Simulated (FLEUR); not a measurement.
## A self-consistent single point of NiO2 (P6_3/mmc, 6 atoms in the cell) with FLEUR

Method: PBEsol, all-electron FLAPW (FLEUR), scalar-relativistic valence.

The input file:

Input of the input generator:

```
NiO2 FLAPW
&input film=f /
1.0000000000 -0.0000000055 0.0000000000
-0.4999999952 0.8660254066 0.0000000000
0.0000000000 0.0000000000 3.6245625219
5.5031660652
1.0 1.0 1.0

6
28 0.0000000000 0.0000000000 0.0000000000 : 2.00
28 0.0000000000 0.0000000000 0.5000000000 : 2.00
8 0.6666666667 0.3333333333 0.0890800000 : 0.00
8 0.3333333333 0.6666666667 0.9109200000 : 0.00
8 0.3333333333 0.6666666667 0.5890800000 : 0.00
8 0.6666666667 0.3333333333 0.4109200000 : 0.00

&comp jspins=2 /
&exco xctyp='PBEs' /
&kpt div1=10 div2=10 div3=3 gamma=t /
&end /
```

```xml
<?xml version="1.0" encoding="UTF-8" standalone="no"?>
<fleurInput fleurInputVersion="0.39">
   <comment>
      NiO2 FLAPW                                                                                          
   </comment>
   <calculationSetup>
      <cutoffs Kmax="4.8" Gmax="19.2" GmaxXC="19.2" numbands="0"/>
      <scfLoop itmax="80" minDistance="0.00001" maxIterBroyd="99" imix="Anderson" alpha="0.05" precondParam="0.0" spinf="2.0"/>
      <coreElectrons ctail="T" frcor="F" kcrel="0" coretail_lmax="0"/>
      <xcFunctional name="PBEs" relativisticCorrections="F"/>
      <magnetism jspins="2"/>
      <soc l_soc="F" theta="0.0" phi="0.0" spav="F"/>
      <expertModes spex="0" secvar="F"/>
      <geometryOptimization l_f="T" forcealpha="1.0" forcemix="BFGS" epsdisp="0.00001" epsforce="0.00001"/>
      <ldaU l_linMix="F" mixParam="0.05" spinf="1.0"/>
   </calculationSetup>
   <cell>
      <bzIntegration valenceElectrons="56.0" mode="hist" fermiSmearingEnergy="0.00367493">
         <kPointListSelection listName="default-1"/>
         <!-- k-points included here -->
         <xi:include xmlns:xi="http://www.w3.org/2001/XInclude" href="kpts.xml"> </xi:include>
      </bzIntegration>
      <!-- symmetry operations included here -->
      <xi:include xmlns:xi="http://www.w3.org/2001/XInclude" href="sym.xml"> </xi:include>
      <bulkLattice scale="1.0">
         <bravaisMatrix>
            <row-1>    5.5031660652000003    -0.0000000302674134     0.0000000000000000</row-1>
            <row-2>   -2.7515830061848030     4.7658816292021529     0.0000000000000000</row-2>
            <row-3>    0.0000000000000000     0.0000000000000000    19.9465694717158151</row-3>
         </bravaisMatrix>
      </bulkLattice>
   </cell>
   <atomSpecies>
      <species name="Nickel (Ni2.000" element="Ni" atomicNumber="28">
         <mtSphere radius="2.13" gridPoints="751" logIncrement="0.016"/>
         <atomicCutoffs lmax="8" lnonsphr="6"/>
         <electronConfig flipSpins="F">
            <coreConfig>(1s1/2) (2s1/2) (2p1/2) (2p3/2) (3s1/2)</coreConfig>
            <valenceConfig>(3p1/2) (3p3/2) (4s1/2) (3d3/2) (3d5/2)</valenceConfig>
            <stateOccupation state="(3d3/2)" spinUp="2.0" spinDown="1.2"/>
            <stateOccupation state="(3d5/2)" spinUp="3.0" spinDown="1.8"/>
         </electronConfig>
         <energyParameters s="4" p="4" d="3" f="4"/>
         <lo type="SCLO" l="1" n="3" eDeriv="0"/>
      </species>
      <species name="Oxygen (O)" element="O" atomicNumber="8">
         <mtSphere radius="1.20" gridPoints="423" logIncrement="0.025"/>
         <atomicCutoffs lmax="6" lnonsphr="4"/>
         <electronConfig flipSpins="F">
            <coreConfig>(1s1/2)</coreConfig>
            <valenceConfig>(2s1/2) (2p1/2) (2p3/2)</valenceConfig>
            <stateOccupation state="(2p1/2)" spinUp="0.6666666667" spinDown="0.6666666667"/>
            <stateOccupation state="(2p3/2)" spinUp="1.333333333" spinDown="1.333333333"/>
         </electronConfig>
         <energyParameters s="2" p="2" d="3" f="4"/>
      </species>
   </atomSpecies>
   <atomGroups>
      <atomGroup species="Nickel (Ni2.000">
         <relPos label="                   1">.0000000000 .0000000000 .0000000000</relPos>
         <relPos label="                   2">.0000000000 .0000000000 1.000/2.000</relPos>
         <force calculate="T" relaxXYZ="TTT"/>
      </atomGroup>
      <atomGroup species="Oxygen (O)">
         <relPos label="                   3">-1.000/3.000 1.000/3.000 .0890800000</relPos>
         <relPos label="                   4">1.000/3.000 -1.000/3.000 -.0890800000</relPos>
         <relPos label="                   5">1.000/3.000 -1.000/3.000 -.4109200000</relPos>
         <relPos label="                   6">-1.000/3.000 1.000/3.000 .4109200000</relPos>
         <force calculate="T" relaxXYZ="TTT"/>
      </atomGroup>
   </atomGroups>
   <output dos="F" band="F" slice="F">
      <checks vchk="F" cdinf="F"/>
      <bandDOS minEnergy="-.5*Htr" maxEnergy="0.5*Htr" sigma="0.015" storeEVData="T"/>
      <vacuumDOS vacdos="F" integ="F" star="F" nstars="0" locx1="0.0" locy1="0.0" locx2="0.0" locy2="0.0" nstm="0" tworkf="0.0"/>
      <unfoldingBand unfoldBand="F" supercellX="1" supercellY="1" supercellZ="1"/>
      <plotting iplot="0" polar="F">
         <plot TwoD="T" vec1="  1.0  0.0  0.0" vec2="  0.0  1.0  0.0" vec3="  0.0  0.0  1.0" zero="  0.0  0.0  0.0" file="plot"/>
      </plotting>
      <chargeDensitySlicing numkpt="0" minEigenval="0.0" maxEigenval="0.0" nnne="0" pallst="F"/>
      <specialOutput eonly="F"/>
      <magneticCircularDichroism mcd="F" energyLo="-10.0" energyUp="0.0"/>
   </output>
  <!-- We include the file relax.xml here to enable relaxations (see documentation) -->
  <xi:include xmlns:xi="http://www.w3.org/2001/XInclude" href="relax.xml"> <xi:fallback/> </xi:include>
</fleurInput>
```

The program printed (abridged):

```
      Welcome to FLEUR        (www.flapw.de)
      MaX-Release 8.1          (www.max-centre.eu)

 ========== k-point set info ==========
 Selected k-point list: default-1
 k-point list type: mesh
 10 x 10 x 3
 Number of k points: 28

 ------------Calculation Setup---------------------------
           1           2           4           7          14          28
 Number of basis functions:         1007
 Iteration:     1   Distance:      38.91734016 me/bohr^3
 Iteration:     2   Distance:      30.84929991 me/bohr^3
 Iteration:     3   Distance:      29.43944250 me/bohr^3
 Iteration:     4   Distance:      22.45133544 me/bohr^3
 Iteration:     5   Distance:      17.25403000 me/bohr^3
 Iteration:     6   Distance:      14.22807354 me/bohr^3
   [... 15 lines left out ...]
 Iteration:    22   Distance:       0.00037195 me/bohr^3
 Iteration:    23   Distance:       0.00017062 me/bohr^3
 Iteration:    24   Distance:       0.00001070 me/bohr^3
 Iteration:    25   Distance:       0.00001041 me/bohr^3
 Iteration:    26   Distance:       0.00000109 me/bohr^3
 Reset of history
 Run finished successfully
 Stop message:
   Structural relaxation: new displacements generated

[file out, last iteration]
             iter=     27
          p o t e n t i a l   g e n e r a t o r
[...]
          integral of pseudo charge density inside the slab=        0.000000   0.000000
     coulomb potential in the interstitial region:
          density-coulomb potential integrals
          total density-coulomb potenti    -5091.3925769403
          density-effective potential integrals for spin  1
          density-effective potential integrals for spin  2
          total density-effective poten   -5.2970436406E+03
          charge density-energy density integrals
          total charge density-energy d   -1.5718918815E+02
 Updated energy parameters for spin:           1
  Atom    1 4s branch from -3.74 to  1.83 htr. ; e_l = -0.0906
  Atom    1 4p branch from -2.27 to  2.49 htr. ; e_l =  0.0490
  Atom    1 3d branch from -9.99 to  0.11 htr. ; e_l = -0.0223
  Atom    1 4f branch from -9.99 to  3.80 htr. ; e_l =  0.3686
  Atom    1 3p branch from-30.69 to -2.27 htr. ; e_l(l -2.2939
  Atom    2 2s branch from-18.50 to  1.77 htr. ; e_l = -0.8114
  Atom    2 2p branch from -9.99 to  1.75 htr. ; e_l = -0.4672
  Atom    2 3d branch from -9.99 to  8.03 htr. ; e_l = -0.2456
  Atom    2 4f branch from -9.99 to 14.09 htr. ; e_l = -0.0859
 Updated energy parameters for spin:           2
  Atom    1 4s branch from -3.74 to  1.83 htr. ; e_l = -0.0906
  Atom    1 4p branch from -2.27 to  2.49 htr. ; e_l =  0.0490
  Atom    1 3d branch from -9.99 to  0.11 htr. ; e_l = -0.0223
  Atom    1 4f branch from -9.99 to  3.80 htr. ; e_l =  0.3686
  Atom    1 3p branch from-30.69 to -2.27 htr. ; e_l(l -2.2939
  Atom    2 2s branch from-18.50 to  1.77 htr. ; e_l = -0.8114
  Atom    2 2p branch from -9.99 to  1.75 htr. ; e_l = -0.4672
  Atom    2 3d branch from -9.99 to  8.03 htr. ; e_l = -0.2456
  Atom    2 4f branch from -9.99 to 14.09 htr. ; e_l = -0.0859
[...]
 fermi energy and band-weighting factors:
at   0.00000   0.00000   0.00000   k-weight:    0.003333
   43 eigenvalues :
   [... lines left out ...]
          first approx. to ef    (T=0)  :   0.063531 htr   (energy of the highest occ. eigenvalue)
FERHIS:  Fermi-Energy by histogram:
          bandgap                     :   0.033575 htr
          charge neutrality (T=0)     :   0.000000    (zero if the highest occ. eigenvalue is "entirely" occupied)
     EF_NEWTON:  Adjust Fermi-Energy by Newton-Method.
 Direct bandgap for spin            1 :    4.4301648649512325E-002  Htr
 Direct bandgap for spin            2 :    4.4301650948179866E-002  Htr
   [... lines left out ...]
          charge density-ex.-corr.energ     -157.1891881550
          el.-nucl. inter. diff. m.t.       3641.0948844008
          Madelung term for atom type:       -19.0808838105
          el.-nucl. inter. diff. m.t.        332.7467072071
          Madelung term for atom type:       -28.0308965351
 ---->    total energy=                    -3338.9380794062 htr
 ---->    (input%tkb*entropy) TS=              0.0001713569 htr
 ---->    free energy=                     -3338.9382507630 htr
      extrapolation for T->0
 ---->    total electron energy=           -3338.9381650846 htr
SPIN-1 FORCE FOR ATOM TYPE=  1  X=  0.000   Y=  0.000   Z=  0.000      FX_SP = 0.000000 FY_SP = 0.000000 FZ_SP = 0.000000
SPIN-2 FORCE FOR ATOM TYPE=  1  X=  0.000   Y=  0.000   Z=  0.000      FX_SP = 0.000000 FY_SP = 0.000000 FZ_SP = 0.000000
SPIN-1 FORCE FOR ATOM TYPE=  2  X= -2.752   Y=  1.589   Z=  1.777      FX_SP = 0.000000 FY_SP = 0.000000 FZ_SP =-0.011485
SPIN-2 FORCE FOR ATOM TYPE=  2  X= -2.752   Y=  1.589   Z=  1.777      FX_SP = 0.000000 FY_SP = 0.000000 FZ_SP =-0.011485
 ***** TOTAL FORCES ON ATOMS *****
 TOTAL FORCE FOR ATOM TYPE=  1  X=  0.000   Y=  0.000   Z=  0.000
                       FX_TOT= 0.000000 FY_TOT= 0.000000 FZ_TOT= 0.000000
 TOTAL FORCE FOR ATOM TYPE=  2  X= -2.752   Y=  1.589   Z=  1.777
                       FX_TOT= 0.000000 FY_TOT= 0.000000 FZ_TOT=-0.022970
```

The run converged in 26 iterations. FLEUR gives forces in its relaxation mode, with a further iteration, so its stop message speaks of a relaxation.

The starting cell comes from a database of computed structures (which also holds hypothetical and non-ambient phases and stackings), without a prior relaxation at this level. The starting moments vanished: the run ended non-magnetic, which need not be the lowest state. Values depend on the basis (sphere radii, cutoffs, local orbitals), which need not be converged. Forces in this geometry exceed 1 eV/Å.

Cost on one core of a shared machine: roughly 8 min.
